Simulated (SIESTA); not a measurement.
SIESTA run on YBRh3 (Pm-3m, 5 atoms in the cell): self-consistent single point.

Method of the run: GGA PBEsol with spin-orbit coupling, numerical atomic orbitals DZP, PseudoDojo PBEsol fully relativistic norm-conserving potentials (rewritten from UPF to PSML) run with SIESTA.

```xyz
5
Lattice="4.1788 0.0000 0.0000 0.0000 4.1788 0.0000 0.0000 0.0000 4.1788" Properties=species:S:1:pos:R:3 pbc="T T T"
Y      0.0000     0.0000     0.0000
B      2.0894     2.0894     2.0894
Rh     0.0000     2.0894     2.0894
Rh     2.0894     0.0000     2.0894
Rh     2.0894     2.0894     0.0000
```

Reference input (self-consistent single point, DFT, GGA PBEsol, numerical atomic orbitals DZP, PseudoDojo PBEsol standard norm-conserving potentials (rewritten from UPF to PSML)): XC.functional = GGA; XC.authors = PBEsol; potentials = PseudoDojo PBEsol standard; PAO.BasisSize = DZP; PAO.EnergyShift = 0.01 Ry; MeshCutoff = 400 Ry; kgrid.MonkhorstPack = 7 7 7; OccupationFunction = MP; OccupationMPOrder = 0; ElectronicTemperature = 1578.21 K; MaxSCFIterations = 150; SCF.Mixer.Method = Pulay. This run's input differs from it in these lines:

```diff
@@ -1,2 +1,2 @@
-# files in the folder: Y.psml B.psml Rh.psml (PseudoDojo PBEsol standard)
+# files in the folder: Y.psml B.psml Rh.psml (PseudoDojo PBEsol fully relativistic)
 SystemName  YBRh3
@@ -39,2 +39,10 @@
 ElectronicTemperature        1578.21 K
+Spin                         spin-orbit
+%block DM.InitSpin
+  1 0.00 0.00 0.00
+  2 0.00 0.00 0.00
+  3 0.00 0.00 0.00
+  4 0.00 0.00 0.00
+  5 0.00 0.00 0.00
+%endblock DM.InitSpin
```

The program printed (abridged):

```
        iscf     Eharris(eV)        E_KS(eV)     FreeEng(eV)     dDmax    Ef(eV) dHmax(eV)
   scf:    1   -10605.834391   -10718.211307   -10718.233981  0.750694 -1.867272 19.613366
     spin moment: {S} , |S| = {    0.00000    0.00000    0.00000 }     0.00000
   scf:    2   -10769.306516   -10756.267898   -10756.308697  0.344180 -4.391438  3.976853
     spin moment: {S} , |S| = {   -0.00000   -0.00000    0.00000 }     0.00000
   scf:    3   -10757.978034   -10757.307989   -10757.348684  0.037436 -4.678424  2.920517
     spin moment: {S} , |S| = {    0.00000   -0.00000    0.00000 }     0.00000
   [... lines left out ...]
     spin moment: {S} , |S| = {    0.00000    0.00000    0.00000 }     0.00000
   scf:    9   -10757.586561   -10757.586709   -10757.625765  0.000248 -4.854859  0.014606
     spin moment: {S} , |S| = {   -0.00000    0.00000    0.00000 }     0.00000
   scf:   10   -10757.586820   -10757.586758   -10757.625779  0.000145 -4.855904  0.000094
     spin moment: {S} , |S| = {    0.00000   -0.00000    0.00000 }     0.00000
   scf:   11   -10757.586759   -10757.586758   -10757.625779  0.000002 -4.855907  0.000084
     spin moment: {S} , |S| = {   -0.00000   -0.00000    0.00000 }     0.00000
SCF Convergence by DM+H criterion
max |DM_out - DM_in|         :     0.0000021801
max |H_out - H_in|      (eV) :     0.0000836871
SCF cycle converged after 11 iterations

Using DM_out to compute the final energy and forces

siesta: E_KS(eV) =           -10757.5868

siesta: E_KS - E_eggbox =    -10757.5868

siesta: Atomic forces (eV/Ang):
     1    0.000000   -0.000000    0.000000
     2    0.000000   -0.000000    0.000000
     3   -0.000000    0.000000    0.000000
     4    0.000000    0.000000    0.000000
     5    0.000000    0.000000   -0.000000
   Tot   -0.000000    0.000000    0.000000
   Max    0.000000
   Res    0.000000    sqrt( Sum f_i^2 / 3N )
   Max    0.000000    constrained

Stress tensor Voigt[x,y,z,yz,xz,xy] (kbar):       59.53       59.53       59.52        0.00       -0.00        0.00
   [... lines left out ...]
siesta: FreeEng =    -10757.625779
   [... lines left out ...]
siesta:     0.037153    0.000000   -0.000000
siesta:     0.000000    0.037153    0.000000
siesta:    -0.000000    0.000000    0.037153

siesta: Cell volume =         72.972797 Ang**3

siesta: Pressure (static):
siesta:                Solid            Molecule  Units
siesta:          -0.00040464         -0.00040464  Ry/Bohr**3
siesta:          -0.03715269         -0.03715269  eV/Ang**3
siesta:         -59.52516845        -59.52516845  kBar
```

The run converged in 11 iterations. Against the reference run the pressure goes from -5.41 to -5.95 GPa.

The starting cell comes from a database of computed structures (which also holds hypothetical and non-ambient phases and stackings), without a prior relaxation at this level. Values carry the incompleteness of an atom-centred basis. With a pressure of about -6 GPa the cell is away from its equilibrium volume at this level.

Cost on one core of a shared machine: roughly 5 min.
